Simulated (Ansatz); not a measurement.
Take Te (space group P3_121, No. 152; a = 4.3169 Å, c = 5.9554 Å; made of chains) as the base. Axes: x lies along a and z along c of the hexagonal cell.

The change: uniaxial strain ε_xx = +0.68 %, all other strain components held at zero; the atoms relax in the strained cell.

Levels (all Ansatz, a quantum-chemistry and plane-wave program, PAW, earlier PAW set): PBEsol (420 eV, without spin-orbit coupling); HSE06 (420 eV, no spin-orbit coupling); PBEsol+SOC (420 eV, with spin-orbit coupling); HSE06+SOC (420 eV, spin-orbit coupling included).

One geometry, relaxed with PBEsol, under each level:

```
level         band gap  pressure
----------  ----------  --------
PBEsol            zero  -0.2 GPa
HSE06          0.41 eV         –
PBEsol+SOC        zero   0.1 GPa
HSE06+SOC   (withheld)         –
```

**Question.** Give the withheld HSE06+SOC results.

**Answer.** 
- HSE06+SOC, band gap: 0.21 eV

Single points use the geometry relaxed with PBEsol. HSE06 was sampled on its mesh, a few special points and the semilocal edge points, so its gap is an upper bound. The spin-orbit shifts are approximate. With Te present, leaving out spin-orbit coupling can change the band edges. Stability against distortions was not tested. No dispersion term is included in the PBEsol runs. Gaps under 0.05 eV, about the width of the smearing, are given as zero. A zero or small gap of Te can be the functional's error rather than a property of the material.
